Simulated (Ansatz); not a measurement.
**H2O on the 1x1 (10-10) surface of wurtzite AlN (cut with top plane Al + N), one in a 2x1 cell, started at the site 'top Al #2'**

Host crystal: wurtzite AlN, with a band gap (PBE, scalar-relativistic without spin-orbit coupling).

Computed with r2SCAN, at the PBE geometry (plane waves to 500 eV, PAW; Ansatz, a program for electronic structure).

Slab: 35 atoms, 8.9 Å thick at the start under the adsorbate (thin: gaps and levels are the slab's own); k 3x4x1, smearing 0.01 eV, dipole-corrected; single point; no symmetry held, on the structure that PBE left; no spin, no spin-orbit, no U, no dispersion correction. At the end it is bonded to Al + N. In PBE it is, or lies within 0.03 eV of, the lowest of the starts that converged; the order may differ at this level.

The energy of the end state, in which the adsorbate came apart, against H2O(g) at the same level comes out as -3.14 eV and the change of the step from the bottom to the top vacuum level, against the clean slab is -0.15 eV. The height of the binding atom over the mean of the host atoms within 0.3 Å of the top one comes out as 1.688 Å, the note is in the relaxation the adsorbate left its starting site by 2.4 Å and the cost comes out as about 2.7 core-minutes (a rough figure).

A negative adsorption energy means that the adsorbate is more stable on the surface than in its reference.
